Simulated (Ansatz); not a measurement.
Worked example: self-consistent single point of a (100) slab of Ba2H3I (cut from a parent of space group no. 164; 12 atoms in the cell) in Ansatz (a first-principles code).

Method: LDA (PW92), default PAW files made with PBE (plane waves; Ansatz).

The change in words: vacuum of 6 angstrom (first run: 14 Å); efield.axis: default → 3; efield.dipole_correction: default → true. Reference geometry:
```yaml
crystal:
  lattice:
    - [4.51372, 0.00000, 0.00000]
    - [0.00000, 8.07895, 0.00000]
    - [0.00000, 0.00000, 20.51500]
  atoms:
    - { symbol: Ba, position: [0.25000, 0.68472, 0.34121] }
    - { symbol: Ba, position: [0.25000, 0.31528, 0.46824] }
    - { symbol: H, position: [0.25000, 0.35610, 0.34121] }
    - { symbol: H, position: [0.25000, 0.64390, 0.46824] }
    - { symbol: H, position: [0.75000, 0.50000, 0.40473] }
    - { symbol: I, position: [0.75000, 0.00000, 0.40473] }
    - { symbol: Ba, position: [0.75000, 0.68472, 0.53176] }
    - { symbol: Ba, position: [0.75000, 0.31528, 0.65879] }
    - { symbol: H, position: [0.75000, 0.35610, 0.53176] }
    - { symbol: H, position: [0.75000, 0.64390, 0.65879] }
    - { symbol: H, position: [0.25000, 0.50000, 0.59527] }
    - { symbol: I, position: [0.25000, 0.00000, 0.59527] }
```

Reference input (self-consistent single point, DFT, LDA (PW92), plane waves, default PAW files made with PBE): basis.ecutwfc = 420 eV; kpoints.mp_grid.grid = 5 3 1; hamiltonian.xc = lda; hamiltonian.pseudopotentials = {kind: paw} (the program's default PAW files); scf.occupations.method = fermi_dirac; scf.occupations.width = 0.05 eV. This run's input differs from it in these lines:

Ansatz 0.2 input:
```diff
@@ -4,16 +4,16 @@
     - [0.00000000, 8.07895200, 0.00000000]
-    - [0.00000000, 0.00000000, 20.51500200]
+    - [0.00000000, 0.00000000, 12.51499000]
   atoms:
-    - { symbol: Ba, position: [0.25000000, 0.68472000, 0.34121400] }
-    - { symbol: Ba, position: [0.25000000, 0.31528000, 0.46824300] }
-    - { symbol: H, position: [0.25000000, 0.35610000, 0.34121400] }
-    - { symbol: H, position: [0.25000000, 0.64390000, 0.46824300] }
-    - { symbol: H, position: [0.75000000, 0.50000000, 0.40472800] }
-    - { symbol: I, position: [0.75000000, 0.00000000, 0.40472800] }
-    - { symbol: Ba, position: [0.75000000, 0.68472000, 0.53175700] }
-    - { symbol: Ba, position: [0.75000000, 0.31528000, 0.65878600] }
-    - { symbol: H, position: [0.75000000, 0.35610000, 0.53175700] }
-    - { symbol: H, position: [0.75000000, 0.64390000, 0.65878600] }
-    - { symbol: H, position: [0.25000000, 0.50000000, 0.59527200] }
-    - { symbol: I, position: [0.25000000, 0.00000000, 0.59527200] }
+    - { symbol: Ba, position: [0.25000000, 0.68472000, 0.23971300] }
+    - { symbol: Ba, position: [0.25000000, 0.31528000, 0.44794300] }
+    - { symbol: H, position: [0.25000000, 0.35610000, 0.23971300] }
+    - { symbol: H, position: [0.25000000, 0.64390000, 0.44794300] }
+    - { symbol: H, position: [0.75000000, 0.50000000, 0.34382700] }
+    - { symbol: I, position: [0.75000000, 0.00000000, 0.34382700] }
+    - { symbol: Ba, position: [0.75000000, 0.68472000, 0.55205700] }
+    - { symbol: Ba, position: [0.75000000, 0.31528000, 0.76028700] }
+    - { symbol: H, position: [0.75000000, 0.35610000, 0.55205700] }
+    - { symbol: H, position: [0.75000000, 0.64390000, 0.76028700] }
+    - { symbol: H, position: [0.25000000, 0.50000000, 0.65617300] }
+    - { symbol: I, position: [0.25000000, 0.00000000, 0.65617300] }
 basis:
@@ -25,2 +25,5 @@
   pseudopotentials: { kind: paw }
+efield:
+  axis: 3
+  dipole_correction: true
 scf:
@@ -30,3 +33,2 @@
   eigenvalues: true
-  stress: true
```

The program printed (abridged):

```
SCF iter   1: F=—  HF=-37930.681819 eV  |F-HF|=—  |Δ(HF+E_count)|=         —  Δρ=6.44e-3  dr2=1.87e-1  ethr=1.77e-3  p=-0.000 e·Å  D=-2.03e-15 V/Å  ΔV_dip=0.00 eV  dr2_dipole=9.65e-10  V_vac-E_F(+/−)=2.03/2.11 eV  ⟨swp⟩=15.7  Hψ=2067  notcnv=0  defer=2
all-band conjugate gradients solve this SCF's bands
efield: sawtooth ramp at fractional position 0.9500 (placed from the atoms, in the widest stretch of the axis that holds none …
   [... lines left out ...]
WARN: efield: at this solve's end the planar-averaged density reaches 1.16e-2 e/Å³ inside the ramp window [0.8701, 0.1299] (bound 1e-5 e/Å³) …
SCF 1 converged in 7 iterations: F = -37930.630698 eV  dr2 = 3.70e-8
Free energy (F): -37930.630698 eV
Internal energy: -37930.630689 eV  (E = F + TS)
E sigma→0 (E₀):  -37930.630694 eV
Entropy (-TS):   -0.000009 eV (-0.001 meV/atom)
Fermi energy:    3.207846 eV
Dipole field:    D = 0.000024 V/Å  (p = 0.000061 e·Å, saw-weighted, corrected)
Work function:   Φ+ = withheld (plateau slope 1.5e0 eV/Å)   Φ− = withheld (plateau slope 9.2e-1 eV/Å)
Levels:          The Fermi level and band energies are counted from a zero that moves with the ramp; work functions are not
Vacuum region:   at the solve's end the planar-averaged density reaches 1.16e-2 e/Å³ inside the ramp window [0.8701, 0.1299] (bound 1e-5 e/Å³)
--- Forces (eV/Å), atoms counted from 1 ---
  atom   1  Ba     0.00000000    -0.82579387     1.40840549
   [... lines left out ...]
  atom   6  I      0.00000000    -0.45334374    -0.20678091
  atom   7  Ba     0.00000000     0.07091488     0.37999535
  atom   8  Ba     0.00000000     0.82579449    -1.40844507
  atom   9  H      0.00000000    -0.00849622     0.26083134
  atom  10  H      0.00000000    -0.64682663    -0.00029016
  atom  11  H      0.00000000    -0.59610486     0.00845636
  atom  12  I      0.00000000     0.45332697     0.20675636
```

The run converged in 7 iterations. Against the reference run the free energy goes down by 11.3 meV/atom, the largest force goes from 1.749 to 1.633 eV/Å and the gap on the mesh goes from 1.161 to 1.082 eV.

The starting cell comes from a database of computed structures (which also holds hypothetical and non-ambient phases and stackings), without a prior relaxation at this level. The slab is cut from that crystal, and its faces are unrelaxed. Its lattice was rescaled by up to half a per cent. Spin-orbit coupling is off. Spin polarisation is off, though cut faces can carry moments; a gap of a slab can lie between surface states. Forces in this geometry exceed 1 eV/Å.
